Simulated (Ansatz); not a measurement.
MgO (Fm-3m), r2SCAN, rigid bands (Ansatz, a quantum-chemistry and plane-wave program): N_v = 2.93e20 cm⁻³ at 300 K and a hole conductivity mass of 2.28 mₑ.

Task: For 1e17 holes per cm³ at 300 K, place the Fermi level, estimate the Seebeck coefficient of a parabolic band with constant τ, and give mobility and conductivity for τ = 10 fs.

Result: The level lies k_BT ln(N_v/p) = 0.206 eV above the valence-band maximum. S ≈ +(k_B/e)[ln(N_v/p) + 5/2] = 903 μV/K, against 901 μV/K from the full bands (mean over directions). μ = eτ/m = 7.71 cm²/(V·s) and σ = peμ = 0.124 S/cm. τ is assumed, not computed.

Band transport and this doping are assumed; polarons and phonon drag are left out. Spin-orbit coupling is left out.
